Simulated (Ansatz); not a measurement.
Start from Hf in the hcp (Mg type) structure (space group P6_3/mmc, No. 194; a = 3.159 Å, c = 5.000 Å). Axes: x lies along a and z along c of the hexagonal cell.

All numbers come from PBEsol/PAW in Ansatz (a quantum-chemistry and plane-wave program), no spin-orbit coupling.

Strains are applied to the cell and any free atomic positions relax.

One change was made to it. Results:

The shortest interatomic distance decreases by 0.029 Å to 3.066 Å; the energy grows by 1.8 meV/atom; the pressure (mean of the normal stresses, compression positive) stays 0.0 GPa; the band gap is still zero.

Task: Name the change that was made.
A. strain tensor (xx, yy, zz, yz, xz, xy) = (−1.35, −1.03, −0.35, −0.73, +0.03, −0.27) %
B. strain tensor (xx, yy, zz, yz, xz, xy) = (−1.96, −0.52, +0.13, −0.23, +0.54, +0.30) %
C. tensor shear ε_xz = −1.12 %
D. isotropic strain −1.98 %

Result: C, tensor shear ε_xz = −1.12 %. For comparison, the energy relative to the base in the other runs: isotropic strain −1.98 % gives +28 meV/atom; strain tensor (xx, yy, zz, yz, xz, xy) = (−1.96, −0.52, +0.13, −0.23, +0.54, +0.30) % gives +6.8 meV/atom; strain tensor (xx, yy, zz, yz, xz, xy) = (−1.35, −1.03, −0.35, −0.73, +0.03, −0.27) % gives +7.1 meV/atom.

Without a gap, meshes like the base's 17×17×9 leave anisotropic stresses uncertain by several tenths of a GPa, and small strain energies with them. Stability against distortions was not tested. All final runs are without spin polarisation.
